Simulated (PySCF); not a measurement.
PySCF 2.14.0, BP86/def2-svp, df: dimethyl selenide (C[Se]C), 9 atoms. The geometry is a generated start, not checked to be a minimum at this level.

| Quantity | Value |
|---|---|
| task | energy |
| method | bp86 |
| basis | def2-svp |
| two-electron scheme | density fitting |
| mol.max_memory | 3000 MB |
| mf.max_cycle | 100 |
| mf.conv_tol | 1e-09 (default) |
| mf.grids.level | 3 (default) |
| basis functions | 90 |
| grid points | 107512 |

```xyz
9

C      1.4545    -0.0625     0.0116
Se     0.0330     0.3530    -1.2568
C     -1.4558     0.0670    -0.0267
H      1.3970    -1.1156     0.2879
H      2.4071     0.1395    -0.4726
H      1.3378     0.5692     0.8923
H     -1.3551    -0.9172     0.4224
H     -2.3775     0.1263    -0.5974
H     -1.4409     0.8402     0.7394
```

With the defaults (mf.DIIS = CDIIS, mf.diis = true, mf.diis_space = 8, mf.diis_damp = 0, mf.damp = 0, mf.diis_start_cycle = 1, mf.level_shift = 0, mf.init_guess = minao) it converges in 12 Fock builds. One run each on 2 threads, 1 BLAS thread, with these changes:
- mf.diis_damp = 0.3
- mf.diis = false, mf.damp = 0.7, mf.diis_start_cycle = 999
- mf.diis = false
- mf.level_shift = 0.3 Hartree
- mf.damp = 0.3, mf.diis_start_cycle = 4
- mf.damp = 0.7, mf.diis_start_cycle = 8
- mf.DIIS = EDIIS
- mf.init_guess = atom
- mf.diis_space = 12

Q: Which of these changes keep the SCF from converging, or lead it to another solution?

A: No convergence: mf.DIIS = EDIIS; mf.diis = false (the run ends without SCF convergence in 100 cycles). The rest reach the solution of the defaults.

```
setting                                                    Fock builds             end
---------------------------------------------------------  -----------  --------------
the defaults                                                        12   same solution
mf.diis_space = 12                                                  12   same solution
mf.diis_damp = 0.3                                                  12   same solution
mf.init_guess = atom                                                12   same solution
mf.damp = 0.3, mf.diis_start_cycle = 4                              14   same solution
mf.level_shift = 0.3 Hartree                                        15   same solution
mf.damp = 0.7, mf.diis_start_cycle = 8                              15   same solution
mf.diis = false, mf.damp = 0.7, mf.diis_start_cycle = 999           24   same solution
mf.DIIS = EDIIS                                                    101  no convergence
mf.diis = false                                                    101  no convergence
```
